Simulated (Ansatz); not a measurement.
BeSe under load (space group I-4m2): band-edge transport data

```xyz
2
Lattice="0.0000 2.5467 2.5789 2.5467 0.0000 2.5789 2.5467 2.5467 0.0000" Properties=species:S:1:pos:R:3 pbc="T T T"
Be     0.0000     0.0000     0.0000
Se     1.2734     1.2734     1.2895
```

Computed with PBEsol with spin-orbit coupling, rigid bands (plane waves, PAW; Ansatz, a program for electronic structure). Condition of this run: biaxial stress xx = yy = 1 GPa (compression positive) (the target of the relaxation). How the cell was made: cell and atoms relaxed with PBEsol, then loaded as said.

```
Property                                                                                                                                                           Value
---------------------------------------------------------------------------------------------------------------------------------------  -------------------------------
band gap                                                                                                                                                         2.25 eV
electron conductivity mass (300 K, dilute)                                                                                               0.41 (x), 0.41 (y), 0.27 (z) mₑ
hole conductivity mass (300 K, dilute)                                                                                                   0.56 (x), 0.56 (y), 0.62 (z) mₑ
effective density of states N_c (300 K)                                                                                                                      1.3e19 cm⁻³
effective density of states N_v (300 K)                                                                                                                      1.2e19 cm⁻³
density-of-states mass, electrons                                                                                                                                0.65 mₑ
density-of-states mass, holes                                                                                                                                    0.60 mₑ
Seebeck coefficient, n-type 1e19 cm⁻³, 300 K                                                                                                                   -246 μV/K
best n-type power factor at 300 K for τ = 10 fs (best axis; densities from 1e16 to 1e21 cm⁻³ tried, whether or not they can be reached)      7.7 μW/(cm·K²) at 1e20 cm⁻³
Seebeck coefficient, p-type 1e19 cm⁻³, 300 K                                                                                                                    279 μV/K
best p-type power factor at 300 K for τ = 10 fs (best axis; densities from 1e16 to 1e21 cm⁻³ tried, whether or not they can be reached)      7.3 μW/(cm·K²) at 3e20 cm⁻³
```

Rigid bands; masses and Seebeck coefficients take one relaxation time τ for all states and one kind of carrier; polarons and phonon drag are left out.
